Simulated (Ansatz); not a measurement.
Consider ZnNi in the CsCl type structure (space group Pm-3m, No. 221; a = 2.8421 Å; not spin-polarised; relaxed with 0.1 eV smearing). Axes: x, y, z lie along the cube axes.

Computed with DFT with PBEsol, PAW potentials and a 420 eV plane-wave cutoff in Ansatz (a quantum-chemistry and plane-wave program), no spin-orbit coupling.

The change: uniaxial strain ε_zz = −2.69 %, all other strain components held at zero, atoms relaxed at fixed cell.

Predict the stress tensor and what it implies for the stiffness.

Stress of the strained cell less that of the base (GPa, compression positive):
```
    5.1     0.0     0.0
    0.0     5.1     0.0
    0.0     0.0     4.8
```

Then −Δσ_ii/ε with ε = -0.0269 gives secant stiffness values (nonlinear terms included at this strain): C33 ≈ 178 GPa, C13 ≈ 190 GPa and C23 ≈ 190 GPa.

An off-diagonal value above the diagonal one breaks a Born criterion: the base is elastically unstable at this level, or the strain is beyond its stable range.

As a check, the harmonic strain energy −½ V₀ Δσ:ε is 4.6 meV/atom; the computed energy rise is 4.4 meV/atom.

No phonon test of stability was made. All final runs are without spin polarisation.
